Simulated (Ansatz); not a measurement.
Surface energy of faces of hcp Re in PBE and in r2SCAN, in Ansatz (plane waves, PAW). Symmetric slabs relaxed with PBE from ideal cuts in 1x1 cells (the lowest computed cut and spin start of each face; real faces may reconstruct in larger cells); r2SCAN values are single points on them, with the bulk at the same level. No spin-orbit coupling, no U.

| face | PBE (J/m²) | r2SCAN (J/m²) |
|---|---|---|
| (0001) | 2.63 | 2.77 |
| (10-10) | 2.90 | 3.09 |
| (10-11) | 3.34 | 3.59 |
| (10-12) | 3.36 | 3.55 |
| (11-20) | 3.13 | 3.29 |
| (11-21) | 3.40 | 3.61 |
| (20-21) | 3.19 | 3.41 |
| (21-30) | 3.15 | 3.33 |
| (21-31) | 3.35 | ? |

Task: Fit a straight line y = a·x + b by least squares to the 8 complete rows (x: PBE (J/m²); y: r2SCAN (J/m²)).

Result: the means are x̄ = 3.1375 and ȳ = 3.3300; Σ(x − x̄)² = 0.47635 and Σ(x − x̄)(y − ȳ) = 0.52080, so a = 1.093 and b = ȳ − a·x̄ = -0.100. The largest residual is 0.039.

Task: What does the line predict for the withheld row, (21-31), and what did the calculation give?

Result: the line gives 3.56; the calculation gave 3.54, a miss of -0.02, of the size of the fitted rows' scatter and rounding.

Ansatz is a quantum-chemistry and plane-wave program.
